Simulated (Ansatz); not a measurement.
The parent structure is TiO$_{2}$ in the rutile structure (space group P4_2/mnm, No. 136; a = 4.643 Å, c = 2.964 Å).

Now apply this change: an isotropic linear strain of −1.80 %, atoms relaxed at fixed cell.

All numbers come from PBE (Ansatz, a quantum-chemistry and plane-wave program, PAW, spin-orbit coupling left out).

Base, band edges from the VBM (valence, conduction): A -0.67, 2.56; M -1.03, 1.89; R -0.98, 1.90; X -0.71, 2.50; Z -1.40, 2.90; Γ 0.00, 1.86 eV.

**Question.** Give the band edges at the high-symmetry points of the new zone, measured from its valence-band maximum.

**Answer.** 
```json
[
 {"point": "Γ", "valence edge (eV)": "0.00", "conduction edge (eV)": "1.91"},
 {"point": "X", "valence edge (eV)": "-0.77", "conduction edge (eV)": "2.61"},
 {"point": "M", "valence edge (eV)": "-1.12", "conduction edge (eV)": "1.94"},
 {"point": "Z", "valence edge (eV)": "-1.45", "conduction edge (eV)": "3.12"},
 {"point": "R", "valence edge (eV)": "-1.09", "conduction edge (eV)": "1.98"},
 {"point": "A", "valence edge (eV)": "-0.67", "conduction edge (eV)": "2.72"}
]
```

The gap is 1.91 eV, direct at Γ.

Whether these cells are dynamically stable was not tested. The final runs are not spin-polarised.
